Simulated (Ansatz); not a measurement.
Functionals compared on a constructed model of the (111) surface of fcc Ir, a pseudomorphic layer of Zn in the host's stacking (bottom of the slab: a bare face, its two planes held), in Ansatz (plane waves, PAW). The structure was relaxed with PBE; the other rows are single points on it. Cutoff 420 eV (500 eV for r2SCAN).

Model: 7-atom slab, 13.4 Å thick at the start with caps and adatoms (thin: gaps and levels are the slab's own), 16x16x1 mesh, Fermi-Dirac 0.1 eV, dipole correction, 2 atoms held, the rest relaxed; start symmetry kept, larger cells not searched; no spin, no spin-orbit, no U. In PBE it is, or lies within 0.01 eV a 1x1 cell of, the lowest of the 2 structures of its composition computed so far; subsurface sites and larger cells were not tried. These notes are the PBE run's.

| functional | work function of the top face (eV) | rough cost of the single point |
|---|---|---|
| PBE | 4.49 | – |
| RPBE | ___ | about 24 core-seconds (a rough figure) |
| r2SCAN | 4.60 | very roughly 50 core-seconds |

Q: What belongs in the gaps?

A: 
- RPBE, work function of the top face (eV): 4.35

Ansatz is a program for electronic structure.
